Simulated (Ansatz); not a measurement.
**CdSe: band gap against strain**

CdSe (wurtzite, P6_3mc, 28.132 Å³/atom at rest, c along z) under an equal strain ε along all three axes. PBEsol in Ansatz, a plane-wave DFT program (PAW, default set), 420 eV, 9×9×5 Γ-centred mesh, Fermi-Dirac smearing 0.05 eV; ions are relaxed within the symmetry of each cell. Gaps are the smallest over the k-mesh and a band path, without spin-orbit coupling; in all rows the valence edge lies at Γ and the conduction edge at Γ.

Here s stands for strain and Eg for gap.

| strain (%) | gap (eV) |
|---|---|
| 0.00 | 0.539 |
| 0.60 | 0.502 |
| 1.20 | 0.465 |
| 1.80 | 0.428 |
| 3.00 | ? |

Task: Using a straight line, estimate the missing Eg at s = 3.00 from the other rows, showing the fit.

Result: Means: s 0.90000, Eg 0.4835. About the means, the sum of products is -0.11100 and the sum of squares of s is 1.8000; the slope is their ratio. Least squares gives Eg = 0.5390 - 0.06167·s. Residuals (row less fit): 0.0000, 0.0000, 0.0000, 0.0000; standard error 0.0000 (degrees of freedom: 2). Over these rows the gap moves by -6.2 ± 0.02 eV per unit strain, or -2.1 eV per unit of ln V. At the withheld row, Eg = 0.5390 - 0.06167 × 3.0 = 0.3540 eV. The calculation gives 0.357 eV, 0.0030 eV above the prediction (1.6 % of the range of Eg in the table). The row lies outside the fitted rows, so this is an extrapolation. The fitted rows scatter only by rounding.

One order more, fitted to all 6 runs of the series, follows each within 0.001, so the miss is the next term of a smooth law. Spin-orbit coupling is left out, which can shift this property for CdSe. Rows are the converged runs of the series near zero and its far end; series whose fitted rows scatter by over a few per cent of the range, as at a crossing or softening among them, aren't shown in this form. Most that stay on the fit to the last digits aren't either.
